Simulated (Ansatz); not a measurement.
For rock-salt ZrN, PBEsol-D3(BJ) in Ansatz (plane waves, PAW) gives:

```
Property              Value
------------------  -------
lattice constant a  4.519 Å
bulk modulus        283 GPa
```

Q: What does HSE06 in Ansatz (PAW) give for the same quantities?

A: 
- lattice constant a: 4.562 Å (grows by 1.0 %)
- bulk modulus: 273 GPa (shrinks by 3.5 %)

For comparison: lattice constant a 4.575 Å (measured, temperature not stated, not corrected to a static lattice, relaxed epitaxial film; as tabulated in Mei et al., J. Vac. Sci. Technol. A 31, 061516 (2013)); bulk modulus 248 GPa (measured, room temperature, not corrected to a static lattice, our sources range from 215 to 248; as tabulated in Synthesis of Binary Transition Metal Nitrides, Carbides and Borides from the …).

Changes are worked out from the printed values.

Unless a cell is named, each level is at its own relaxed cell (PBEsol-D3(BJ) 11.54, HSE06 11.87 Å³/atom).

Ansatz's density-functional and Hartree–Fock values are scalar-relativistic unless marked +SOC, with PAW data made under PBE.

Ansatz is a quantum-chemistry and plane-wave program.
